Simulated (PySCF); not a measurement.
PySCF 2.14.0, B3LYP/def2-svp, df: S1SSS[SH+]SSS1, charge +1, multiplicity 1, 9 atoms. The geometry is a generated start, not checked to be a minimum at this level.

| Item | Value |
|---|---|
| task | energy |
| method | b3lyp |
| basis | def2-svp |
| two-electron scheme | density fitting |
| mol.max_memory | 3000 MB |
| mf.max_cycle | 100 |
| mf.init_guess | minao (default) |
| mf.DIIS | CDIIS (default) |
| mf.conv_tol | 1e-09 (default) |
| mf.grids.level | 3 (default) |
| basis functions | 149 |
| grid points | 160848 |

```xyz
9

S      2.6007     0.5436    -0.0915
S      2.0289    -1.0400    -1.2530
S      0.7601    -2.2137    -0.0961
S     -1.1104    -1.9919    -0.7758
S     -2.2329    -0.5380     0.4090
S     -1.8251     1.5605    -0.0339
S     -0.1348     2.1728     0.8555
S      1.3948     2.1350    -0.5511
H     -1.4813    -0.6283     1.5370
```

Charge 1 and multiplicity 1 are set for this test and not shown to be the ground state.

One run each on 2 threads, 1 BLAS thread. Values of diis_space tried: 3, 5, 8 (default), 12, 20.

Problem. Predict the course of the Fock builds along this series.

Solution. Fewest Fock builds, within one of each other: 5 with 14, 8 (default) with 14, 12 with 13, 20 with 13. The count rises to 21 at 3. All converge to one solution.

```json
[
 {"diis_space": "3", "Fock builds": "21", "end": "same solution"},
 {"diis_space": "5", "Fock builds": "14", "end": "same solution"},
 {"diis_space": "8 (default)", "Fock builds": "14", "end": "same solution"},
 {"diis_space": "12", "Fock builds": "13", "end": "same solution"},
 {"diis_space": "20", "Fock builds": "13", "end": "same solution"}
]
```
